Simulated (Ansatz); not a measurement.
**How a calculation on CdGeAs₂ (I-42d, 8 atoms in the cell) responds to its settings**

```
CELL_PARAMETERS angstrom
     -3.02743     3.02743     5.73736
      3.02743    -3.02743     5.73736
      3.02743     3.02743    -5.73736
ATOMIC_POSITIONS crystal
  Cd 0.25000 0.75000 0.50000
  Cd 0.50000 0.50000 0.00000
  Ge 0.00000 0.00000 0.00000
  Ge 0.75000 0.25000 0.50000
  As 0.87500 0.34622 0.97122
  As 0.65378 0.62500 0.52878
  As 0.37500 0.90378 0.02878
  As 0.09622 0.12500 0.47122
```

Base run A: PBEsol, PAW files made with PBE (Ansatz, an electronic-structure program), self-consistent single point.

Its settings: kpoints.mp_grid.grid = 5 5 5; hamiltonian.xc = pbesol; hamiltonian.pseudopotentials = {kind: paw} (the program's default PAW files); scf.occupations.method = methfessel_paxton; scf.occupations.width = 0.1 eV.

The starting cell comes from a database of computed structures (which also holds hypothetical and non-ambient phases and stackings), without a prior relaxation at this level. Its lattice was rescaled by a random factor within 2.5 % of one. Ansatz's pressure includes its estimate of the finite-basis (Pulay) stress. A gap is left out here, as mesh or smearing make it unsure.

A dash stands where there is no value to compare (another energy zero or no entropy term, no result, no spin, no clean gap, or a mesh too coarse for one). 

Runs:
- B: hamiltonian.dispersion: default → d3bj [PBEsol-D3BJ]
- C: hamiltonian.dispersion: default → d3bjatm [PBEsol-D3BJ-ATM]
- D: hamiltonian.dispersion: default → d4 [PBEsol-D4]

| run | pressure (GPa) | largest force (eV/Å) | dispersion energy (eV/atom) |
|---|---|---|---|
| A | -2.73 | 0.136 | – |
| B | -4.50 | 0.141 | -0.295 |
| C | -4.30 | 0.140 | -0.279 |
| D | -3.85 | 0.140 | -0.196 |

Run B against A: The pressure goes from -2.73 to -4.50 GPa and the largest force goes from 0.136 to 0.141 eV/Å.

Run D against A: The pressure goes from -2.73 to -3.85 GPa and the largest force moves little (0.136 to 0.140 eV/Å).

Keys are those of Ansatz 0.2.
